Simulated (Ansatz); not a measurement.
The reference is Lu in the hcp (Mg type) structure (space group P6_3/mmc, No. 194; a = 3.4432 Å, c = 5.3669 Å; relaxed with 0.1 eV smearing).

Level of theory: plane-wave PAW DFT at the PBEsol level (Ansatz, a program for electronic structure, 420 eV), no SOC.

Base values:

```
Property   Result
--------  -------
Pressure  0.0 GPa
Band gap     zero
```

It is then changed as follows: an isotropic linear strain of +1.50 %, atoms relaxed at fixed cell.

### Question
Estimate the effect on the energy relative to the base.

### Answer
The energy goes up by 8.3 meV/atom.

### Question
What happens to the pressure?

### Answer
The pressure (mean of the normal stresses, compression positive) goes from zero to -2.0 GPa.

### Question
What happens to the band gap?

### Answer
The band gap remains zero.

Whether these cells are dynamically stable was not tested.
